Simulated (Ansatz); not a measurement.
An Ansatz (an electronic-structure program) run: GaCuSe2 with a change (tensor shear ε_xz = +0.40 %); plane-wave PAW DFT at the PBEsol level (Ansatz, 420 eV), spin-orbit coupling left out.

Input:

Ansatz 0.2 input:
```yaml
crystal:
  lattice:
    - [-2.7628685431, 2.7850181027, 5.5262498183]
    - [2.8071676623, -2.7850181027, 5.5485299631]
    - [2.7628685431, 2.7850181027, -5.5262498183]
  atoms:
    - { symbol: Ga, position: [0.5, 0.5, 0] }
    - { symbol: Ga, position: [0.25, 0.75, 0.5] }
    - { symbol: Cu, position: [0, 0, 0] }
    - { symbol: Cu, position: [0.75, 0.25, 0.5] }
    - { symbol: Se, position: [0.875, 0.8832010598, 0.5082010598] }
    - { symbol: Se, position: [0.1167989402, 0.625, 0.9917989402] }
    - { symbol: Se, position: [0.375, 0.3667989402, 0.4917989402] }
    - { symbol: Se, position: [0.6332010598, 0.125, 0.0082010598] }
basis: { ecutwfc: 420, ecutrho_ratio: 4, xc_grid: 2, fft_grid_basis: typed }
kpoints: { mp_grid: { grid: [8, 8, 8] } }
hamiltonian:
  xc: pbesol
  dispersion: none
  pseudopotentials: { kind: paw }
scf: { occupations: { method: fermi_dirac, width: 0.05 }, convergence: { dr2_threshold: 0.0000000008 } }
relax: { f_tol: 0.005, max_steps: 50 }
output: { forces: true, stress: true }
checkpoint: { write: state.ck, write_every: 1000 }
```

Output (explanatory and most iteration lines left out):

```
Relaxation: its limit of steps is 50 (relax.max_steps)
Pseudopotential: Ga, paw, valence charge 13
Pseudopotential: Cu, paw, valence charge 19
Pseudopotential: Se, paw, valence charge 16
Crystal: 8 atoms, lattice volume = 171.796 Å³
Basis set: ecut = 420 eV, 3403 PW (Γ), exchange–correlation on 96×96×96 points (8 copies of the dense FFT grid, shifted against one another)
Bands: 77, of which v1, the nominal top of the filled ones, is band 64 counted from 1 (63 counted from 0)
Symmetry: 2 space group operations
Space group: C2 (ITA 5), of the structure as read, at distance tolerance 5.6e-5 Å
k-points: 150 of 512 (time reversal used)
Functional: x = pbesol(κ = 0.804, μ = 0.12345679012345678), c = pbesol(β = 0.046)
SCF iter   1: F=—  HF=-42364.440341 eV  |F-HF|=—  |Δ(HF+E_count)|=         —  Δρ=9.05e-3  dr2=9.62e-2  ethr=1.77e-3  ⟨swp⟩=5.9  Hψ=40620  notcnv=0  defer=20
SCF iter   2: F=—  HF=-42364.444143 eV  |F-HF|=—  |Δ(HF+E_count)|=   3.80e-3  Δρ=9.06e-3  dr2=9.15e-2  ethr=7.51e-5  ⟨swp⟩=2.0  Hψ=24071  notcnv=0  defer=833
SCF 1 converged in 11 iterations: F = -42364.421899 eV  dr2 = 2.46e-10
relax step   1: F+E_penalty+E_count = -42364.42189931 eV  Δ(F+E_penalty+E_count) = +0.000e0 eV  max|allowed force component| = 6.066e-2 eV/Å  Δτ_max = 0.0000 Å  (11 SCF iters, accepted)
Crystal: 8 atoms, lattice volume = 171.796 Å³
SCF iter   1: F=—  HF=-42364.422585 eV  |F-HF|=—  |Δ(HF+E_count)|=         —  Δρ=2.99e-4  dr2=5.69e-5  ethr=4.48e-8  ⟨swp⟩=2.0  Hψ=31259  notcnv=0  defer=861
SCF iter   2: F=—  HF=-42364.422571 eV  |F-HF|=—  |Δ(HF+E_count)|=   1.42e-5  Δρ=1.57e-4  dr2=1.77e-5  ethr=4.45e-8  ⟨swp⟩=2.0  Hψ=11244  notcnv=0  defer=861
SCF 2 converged in 9 iterations: F = -42364.422501 eV  dr2 = 3.35e-10
relax step   2: F+E_penalty+E_count = -42364.42250104 eV  Δ(F+E_penalty+E_count) = -6.017e-4 eV  max|allowed force component| = 3.274e-2 eV/Å  Δτ_max = 0.0028 Å  (9 SCF iters, accepted)
Crystal: 8 atoms, lattice volume = 171.796 Å³
SCF iter   1: F=—  HF=-42364.422822 eV  |F-HF|=—  |Δ(HF+E_count)|=         —  Δρ=5.36e-4  dr2=2.95e-4  ethr=2.66e-6  ⟨swp⟩=3.1  Hψ=19970  notcnv=0  defer=860
SCF iter   2: F=—  HF=-42364.422763 eV  |F-HF|=—  |Δ(HF+E_count)|=   5.91e-5  Δρ=2.89e-4  dr2=1.01e-4  ethr=2.30e-7  ⟨swp⟩=1.0  Hψ=13350  notcnv=0  defer=860
SCF 3 converged in 9 iterations: F = -42364.422672 eV  dr2 = 3.84e-10
relax step   3: F+E_penalty+E_count = -42364.42267166 eV  Δ(F+E_penalty+E_count) = -1.706e-4 eV  max|allowed force component| = 1.790e-2 eV/Å  Δτ_max = 0.0068 Å  (9 SCF iters, accepted)
Crystal: 8 atoms, lattice volume = 171.796 Å³
SCF iter   1: F=—  HF=-42364.422884 eV  |F-HF|=—  |Δ(HF+E_count)|=         —  Δρ=3.56e-4  dr2=1.30e-4  ethr=9.13e-7  ⟨swp⟩=2.2  Hψ=20385  notcnv=0  defer=863
SCF iter   2: F=—  HF=-42364.422854 eV  |F-HF|=—  |Δ(HF+E_count)|=   3.04e-5  Δρ=1.90e-4  dr2=4.06e-5  ethr=1.01e-7  ⟨swp⟩=1.0  Hψ=13351  notcnv=0  defer=863
SCF 4 converged in 10 iterations: F = -42364.422777 eV  dr2 = 1.85e-10
relax step   4: F+E_penalty+E_count = -42364.42277663 eV  Δ(F+E_penalty+E_count) = -1.050e-4 eV  max|allowed force component| = 5.353e-3 eV/Å  Δτ_max = 0.0039 Å  (10 SCF iters, accepted)
Crystal: 8 atoms, lattice volume = 171.796 Å³
SCF iter   1: F=—  HF=-42364.422863 eV  |F-HF|=—  |Δ(HF+E_count)|=         —  Δρ=1.61e-4  dr2=3.44e-5  ethr=2.72e-7  ⟨swp⟩=2.1  Hψ=19563  notcnv=0  defer=863
SCF iter   2: F=—  HF=-42364.422853 eV  |F-HF|=—  |Δ(HF+E_count)|=   1.06e-5  Δρ=8.79e-5  dr2=1.41e-5  ethr=2.69e-8  ⟨swp⟩=1.0  Hψ=13350  notcnv=0  defer=863
SCF 5 converged in 8 iterations: F = -42364.422788 eV  dr2 = 7.79e-10
relax step   5: F+E_penalty+E_count = -42364.42278844 eV  Δ(F+E_penalty+E_count) = -1.181e-5 eV  max|allowed force component| = 7.612e-4 eV/Å  Δτ_max = 0.0028 Å  (8 SCF iters, accepted)
SCF converged after 8 iterations
Free energy (F): -42364.422788 eV
Internal energy: -42364.422211 eV  (E = F + TS)
E sigma→0 (E₀):  -42364.422500 eV
Entropy (-TS):   -0.000577 eV (-0.072 meV/atom)
Fermi energy:    9.005032 eV
--- Forces (eV/Å), atoms counted from 1 ---
  atom   1  Ga    -0.00011034     0.00031527    -0.00009515
  atom   2  Ga     0.00011034     0.00031527     0.00009515
  atom   3  Cu    -0.00076123    -0.00025816    -0.00003757
  atom   4  Cu     0.00076123    -0.00025816     0.00003757
  atom   5  Se     0.00006983     0.00037578     0.00049757
  atom   6  Se     0.00000000    -0.00053868     0.00000000
  atom   7  Se    -0.00006983     0.00037578    -0.00049757
  atom   8  Se     0.00000000    -0.00032751     0.00000000
--- Stress (GPa, compression-positive) ---
       -0.004816       0.000000      -0.336880
        0.000000      -0.004859       0.000000
       -0.336880       0.000000       0.001419
  P = ⅓ Tr σ = -0.0028 GPa (-0.028 kbar)
--- Relaxed structure (5 steps of the walk, 5 accepted, 0 SCFs on fresh bases) ---
  atoms:
    - { symbol: Ga, position: [0.5003427344103877, 0.4997349976924391, 6.8014757834663e-5] }
    - { symbol: Ga, position: [0.2503330170653955, 0.7502650023075609, 0.5006077367179487] }
    - { symbol: Cu, position: [0.0012202718099665398, 0.00010055958849062836, 0.001329953919120596] }
    - { symbol: Cu, position: [0.7512293943306299, 0.24989944041150935, 0.5011197122214758] }
    - { symbol: Se, position: [0.8739822674490804, 0.8829999301249012, 0.5074024260976159] }
    - { symbol: Se, position: [0.1160510934890959, 0.625, 0.9910510934890959] }
    - { symbol: Se, position: [0.3744024959727146, 0.3670000698750987, 0.490982337324179] }
    - { symbol: Se, position: [0.6324387254727293, 0.12500000000000003, 0.007438725472729293] }
```

The cells carry an imposed strain or load. Whether these cells are dynamically stable was not tested. All final runs are without spin polarisation. The cell was made from GaCuSe$_{2}$ in the chalcopyrite structure (space group I-42d, No. 122) by this change: tensor shear ε_xz = +0.40 %.
